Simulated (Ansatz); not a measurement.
Mo2N (R-3m, No. 166, 3 atoms in the cell; start mp-1221525), treated with r²SCAN (PAW; Ansatz, a quantum-chemistry and plane-wave program).

Numerical settings: plane-wave cutoff 560 eV, 22×22×22 k mesh, Fermi–Dirac smearing 0.05 eV, no spin polarisation, scalar-relativistic PAW data made under PBE.

Cell (relaxed at this level):

```xyz
3
Lattice="1.4403 0.8315 4.9909 -1.4403 0.8315 4.9909 0.0000 -1.6631 4.9909" Properties=species:S:1:pos:R:3 pbc="T T T"
Mo     0.0000     0.0000     3.6359
Mo     0.0000     0.0000    11.3369
N      0.0000     0.0000     0.0000
```

Question: Predict the bulk modulus.

Answer: 
- bulk modulus = 325 GPa

Note: the run has no spin polarisation, so it can have missed a magnetic state; the bulk modulus is −V dP/dV from two relaxed cells at ±2 % in volume; the relaxation could not lower the start's symmetry, so the cell can be a saddle point above a distorted one.

Computed values are for the static lattice.

Computing time: around 7 core-minutes (rough).

A start named mp-… is a Materials Project structure, which need not be a measured phase.
